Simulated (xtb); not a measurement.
xtb 6.7.1, GFN2-xTB: Os(CO)4(MeCN), 15 atoms. The geometry is a generated start, not checked to be a minimum at this level.

| Quantity | Value |
|---|---|
| run flags | --grad |
| method | GFN2-xTB |
| --acc | 1 (default) |
| --etemp (K) | 300 (default) |
| basis functions | 57 |
| valence electrons | 64 |

```xyz
15

Os     1.0441     0.6264    -0.7560
O      3.1167     0.0200     1.4149
C      2.3417     0.2751     0.6059
O     -0.9339     1.1686    -3.0238
C     -0.1953     0.9606    -2.1686
O      1.3207     3.6630    -0.6950
C      1.1464     2.5327    -0.5442
O      2.6140    -1.0985    -2.7204
C      1.9669    -0.5873    -1.9148
C     -2.4193    -1.4724     1.8931
C     -1.3894    -0.8475     1.1267
N     -0.5585    -0.3448     0.5137
H     -3.3801    -1.3258     1.3995
H     -2.4551    -1.0296     2.8886
H     -2.2189    -2.5406     1.9803
```

Charge 0 and multiplicity 1 are set for this test and not shown to be the ground state.

One run each on 1 thread. Values of broydamp tried: 0.02, 0.05, 0.1, 0.2, 0.4 (default), 0.6, 0.8, 1.

Q: Predict the course of the SCC iterations along this series.

A: Fewest SCC iterations, within one of each other: 0.2 with 18, 0.4 (default) with 19, 0.6 with 19. The count rises to 31 at 0.02. All converge to one solution.

```json
[
 {"broydamp": "0.02", "SCC iterations": "31", "end": "same solution"},
 {"broydamp": "0.05", "SCC iterations": "26", "end": "same solution"},
 {"broydamp": "0.1", "SCC iterations": "23", "end": "same solution"},
 {"broydamp": "0.2", "SCC iterations": "18", "end": "same solution"},
 {"broydamp": "0.4 (default)", "SCC iterations": "19", "end": "same solution"},
 {"broydamp": "0.6", "SCC iterations": "19", "end": "same solution"},
 {"broydamp": "0.8", "SCC iterations": "20", "end": "same solution"},
 {"broydamp": "1", "SCC iterations": "20", "end": "same solution"}
]
```
